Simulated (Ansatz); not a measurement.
The reference is InSb in the zinc blende structure (space group F-43m, No. 216; a = 6.520 Å).

Structures relaxed with PBEsol (Ansatz, a first-principles code, PAW, scalar-relativistic without spin-orbit coupling), earlier PAW set.

Base:

Simulated powder pattern, Cu Kα1, λ = 1.54056 Å (kinematic, ideal powder, no thermal factors, no anomalous dispersion; the 10 strongest lines at most, above 2 %, up to 2θ = 90°):

```csv
2θ (°),I/Imax (%),hkl
23.62,100,(111)
39.04,80,(220)
46.14,49,(311)
56.40,13,(400)
61.99,20,(331)
70.73,27,(422)
75.74,15,(333)
83.88,8.4,(440)
88.69,15,(531)
```

Now apply this change: every Sb is replaced by H; the structure is relaxed again.

Question: Where do the lines fall after the change?

Answer: 
Simulated powder pattern, Cu Kα1, λ = 1.54056 Å (kinematic, ideal powder, no thermal factors, no anomalous dispersion; the 10 strongest lines at most, above 2 %, up to 2θ = 90°):

| 2θ (°) | d (Å) | I/Imax (%) | hkl |
|---|---|---|---|
| 30.46 | 2.933 | 100 | (111) |
| 35.31 | 2.540 | 49 | (200) |
| 50.80 | 1.796 | 36 | (220) |
| 60.39 | 1.532 | 41 | (311) |
| 63.38 | 1.466 | 11 | (222) |
| 74.68 | 1.270 | 5.4 | (400) |
| 82.75 | 1.165 | 16 | (331) |
| 85.40 | 1.136 | 15 | (420) |

The indices refer to each structure's own conventional cell; one index is shown for lines that coincide.

Whether these cells are dynamically stable was not tested. As relaxed here, InH is a hypothetical phase, not in the database extracts checked. The final runs are not spin-polarised.
